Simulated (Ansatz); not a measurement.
**ZrSiO with two functionals**

Take ZrSiO (space group P4/nmm, No. 129; a = 3.313 Å, c = 7.323 Å; a cell from a computed database, its experimental status unchecked) as the base.

(Cell as relaxed with PBE.)

Levels (all Ansatz, a first-principles code, PAW): PBE (420 eV, no SOC); PBEsol (420 eV, no SOC).

Each level relaxes its own structure.

| quantity | PBE | PBEsol |
|---|---|---|
| volume per atom | 13.39 Å³ | ? |
| lattice parameter a | 3.313 Å | ? |
| lattice parameter c | 7.323 Å | ? |
| band gap | zero | ? |

Q: Given the PBE results, estimate those of PBEsol.

A: 
- volume per atom, PBEsol: 13.00 Å³
- lattice parameter a, PBEsol: 3.278 Å
- lattice parameter c, PBEsol: 7.257 Å
- band gap, PBEsol: zero

PBE's volume per atom lies 0.39 Å³ above PBEsol's (3.0 %); PBE's lattice parameter a lies 0.0345 Å above PBEsol's (1.1 %); PBE's lattice parameter c lies 0.0655 Å above PBEsol's (0.9 %); the two agree on the band gap. Neither level is exact; PBEsol is the comparison here, not a measurement.

No phonon test of stability was made. All final runs are without spin polarisation. The zero or small gap of ZrSiO can change with the level of theory.
